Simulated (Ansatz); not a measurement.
Si (P6₃/mmc, No. 194, 4 atoms in the cell; start mp-165; another form than the element's usual one) was calculated with PBE0 (plane waves, PAW; Ansatz, a program for electronic structure).

Numerical settings: plane-wave cutoff 460 eV, 9×9×4 k mesh (along the axes of the cell as run), Fermi–Dirac smearing 0.01 eV, scalar-relativistic PAW data made under PBE.

Cell (relaxed with PBEsol):

Space group P6₃/mmc (No. 194); a = b = 3.825 Å, c = 6.324 Å, α = β = 90.00°, γ = 120.00°

```
atom  site  symmetry       x       y       z
----  ----  --------  ------  ------  ------
Si      4f       3m.  0.3333  0.6667  0.0630
```

### Question
Predict the band gap and smallest direct gap on the k points sampled.

### Answer

band gap: 1.60 eV (indirect)
smallest direct gap on the k points sampled: 2.34 eV

Note: cell and atoms aren't relaxed at this level (pressure 0.2 GPa).

The computed numbers hold no vibrational or temperature effects.

It cost very roughly 80 core-seconds of CPU time.

A start named mp-… is a Materials Project structure, which need not be a measured phase.
